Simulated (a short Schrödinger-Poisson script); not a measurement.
**MOS inversion layer, SiO2 on p-type Si(100)**

Stack: MOS inversion layer, SiO2 on p-type Si(100), at 200 K.

```csv
layer,material,thickness (nm),Na (cm⁻³)
1,SiO2,1.7,-
2,Si,570,5.6e17
```

The device is made up for the run: typed textbook-type constants, with dimensions and the other settings drawn at random. SiO2: permittivity 3.9, conduction-band edge (eV) 3.15, gap (eV) 9, electron mass (mₑ) 0.5. Si: permittivity 11.7, conduction-band edge (eV) 0, gap (eV) 1.124, Nv at 300 K (cm⁻³) 3.1e19.

Channel valleys (confinement mass, in-plane density-of-states mass, number): Δ2 0.916, 0.19, 2; Δ4 0.19, 0.417, 4. At the gate the conduction-band edge of layer 1 lies 3.42 eV − eVg above the Fermi level of the channel; the field vanishes at the back. Gaps are held at their typed values at every temperature. Mesh 0.03 nm at interfaces.

Solved with a short Schrödinger-Poisson script written for these runs: 1D Poisson equation in equilibrium, electrons quantum, Hartree (BenDaniel-Duke, 12 states a valley, the channel's in-plane mass for all, wave functions ending at the dielectric), parabolic valleys, classical holes, full ionisation, no traps, pinning or gate leakage.

```csv
Vg (V),electrons (cm⁻²),C (μF/cm²),Δ2 E0 (meV),Δ2 E1 (meV),Δ4 E0 (meV),Δ4 E1 (meV)
0.35,1.03e7,0.202,217.5,285.7,280.3,392.1
0.4,1.27e8,0.199,174.0,243.3,237.9,351.7
0.45,1.59e9,0.205,130.4,200.9,195.4,311.2
0.5,1.84e10,0.313,88.0,159.6,154.0,271.8
0.55,1.32e11,0.759,53.6,126.5,120.9,240.2
0.6,4.11e11,1.15,33.1,107.5,102.0,222.5
0.65,7.88e11,1.33,20.8,96.6,91.3,212.6
0.7,1.21e12,1.42,12.0,89.5,84.4,206.4
0.75,1.66e12,1.47,5.2,84.2,79.3,201.9
0.8,2.12e12,1.51,-0.5,80.0,75.3,198.5
0.85,2.59e12,1.54,-5.6,76.5,72.0,195.7
0.9,3.07e12,1.56,-10.1,73.5,69.2,193.3
0.95,3.56e12,1.57,-14.3,70.8,66.7,191.3
1,4.05e12,1.58,-18.2,68.4,64.4,189.5
1.05,4.54e12,1.59,-22.0,66.1,62.3,187.8
1.1,5.04e12,1.60,-25.5,64.0,60.4,186.3
1.15,5.54e12,1.61,-29.0,62.0,58.5,184.9
1.2,6.04e12,1.62,-32.3,60.2,56.8,183.6
```

Gate voltages with under 1e6 electrons/cm² are left out.

Subbands count from the Fermi level.
